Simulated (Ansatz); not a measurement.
Base system: Rh in the fcc (Cu type) structure (space group Fm-3m, No. 225; a = 3.832 Å; relaxed with 0.1 eV smearing).

Method: Ansatz (an electronic-structure program) PBE, no spin-orbit coupling.

For the base:

The pressure is 0.0 GPa.

Now apply this change: every lattice vector is stretched by 2.00 %; the atoms relax in the strained cell.

Q: Estimate the effect on the energy relative to the base and pressure.

A: The energy goes up by 37 meV/atom; the pressure goes from zero to -12.9 GPa.

No phonon test of stability was made. The final runs are not spin-polarised. Rh lies near a magnetic instability that expansion can trigger; it was not tested.
